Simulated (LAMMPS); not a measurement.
LAMMPS 22 Jul 2025, classical MD, Vashishta (SiC.vashishta): SiC, 32768 atoms.

```json
{
 "task": "MD, nve",
 "potential": "Vashishta, SiC.vashishta",
 "copies_of_the_repeat_unit": "16×16×16",
 "shape (slab and sphere leave vacuum in the box)": "slab",
 "temperature": "800 K",
 "steps": "300",
 "timestep": "1 fs",
 "neighbor_skin": "2 Å",
 "neigh_modify": "every 1 delay 0 check yes",
 "thermo": "100",
 "processors": "1 1 64",
 "newton": "on (default)",
 "atom_modify sort (bins of 2 Å where set)": "1000 (default)",
 "comm_style": "brick (default)",
 "box": "69.8 × 69.8 × 209.3 Å, the slab in its lowest third along z, the rest vacuum",
 "start": "generated zinc blende lattice, warmed in an untimed run",
 "compared_values": "energy and forces of the first step, drift over the run"
}
```

Hardware: Arm Neoverse V2, 96 cores on 1 socket, no SMT, 1 L3 cache group.

Run on 64 ranks, it takes 2.9 s from launch to exit:

```bash
# ahead of the timed run: OMP_NUM_THREADS=1 mpirun -np 48 lmp -in in.warm -log none -nocite
OMP_NUM_THREADS=1 mpirun -np 64 lmp -in in.lmp -log log.lammps -nocite
```

From its output:

```
  using 1 OpenMP thread(s) per MPI task
  1 by 1 by 64 MPI processor grid
  32768 atoms
  master list distance cutoff = 9.35
  ghost atom cutoff = 9.35
Per MPI rank memory allocation (min/avg/max) = 2.974 | 4.248 | 7.752 Mbytes
94.7% CPU use with 64 MPI tasks x 1 OpenMP threads
...
Loop time of 2.64453 on 64 procs for 300 steps with 32768 atoms

Performance: 9.801 ns/day, 2.449 hours/ns, 113.442 timesteps/s, 3.717 Matom-step/s
94.7% CPU use with 64 MPI tasks x 1 OpenMP threads

MPI task timing breakdown:
Section |  min time  |  avg time  |  max time  |%varavg| %total
---------------------------------------------------------------
Pair    | 3.1956e-05 | 0.78978    | 2.488      | 125.2 | 29.86
Neigh   | 8.265e-06  | 0.015676   | 0.051215   |  17.7 |  0.59
Comm    | 0.0002262  | 0.22082    | 2.5827     | 120.1 |  8.35
Output  | 9.7959e-05 | 0.016991   | 0.027813   |  10.2 |  0.64
Modify  | 5.2201e-05 | 0.0011231  | 0.0034563  |   4.4 |  0.04
Other   |            | 1.6        |            |       | 60.51

Nlocal:            512 ave        1601 max           0 min
Histogram: 41 0 1 1 0 0 0 0 2 19
Nghost:        4962.08 ave       14983 max           0 min
Histogram: 37 2 0 2 2 2 0 2 2 15
Neighs:              0 ave           0 max           0 min
Histogram: 64 0 0 0 0 0 0 0 0 0
FullNghs:       156054 ave      493606 max           0 min
Histogram: 41 2 0 0 0 0 0 2 0 19

Total # of neighbors = 9987454
Ave neighs/atom = 304.79291
Neighbor list builds = 5
Dangerous builds = 0
```

Each time is the median wall time of two to five repeats, run one at a time on the otherwise empty machine; start-up is included. Unless noted, each process is bound to its own block of adjacent cores. The times hold for this build (PyPI wheel: MPICH, OPENMP and OPT packages). Scratch files lie in a memory file system. A preparatory run goes ahead and isn't timed.

Task: What holds this run back, and which change relieves it on the same cores with the result kept within 1.0 meV/atom in energy, 10 meV/Å in forces on 48 atoms, 0.20 meV an atom in drift of the total energy?

Result: The largest part is other (Other), 55 % of the time. One change that relieves it (others may too): going from processors = 1 1 64 to processors = 8 8 1, one of the fastest of the measured ones that keep the result: 2.9 s to 1.1 s (2.7× as fast). The largest move is in other (Other): 1.6 s to 0.0060 s. The slowest rank's pair time is 3.15 times the mean in the first run and 1.02 times in the second; the others wait. As resolved by the program: grid of ranks 1 by 1 by 64 against 8 by 8 by 1. These two results differ by: energy equal as printed, forces on 48 atoms equal as printed, drift of the total energy equal as printed. Others tried: processors = * * 1 (1.1 s); processors = 64 1 1 (1.2 s); processors = * * * (default) (2.7 s); processors = 4 4 4 (2.7 s).
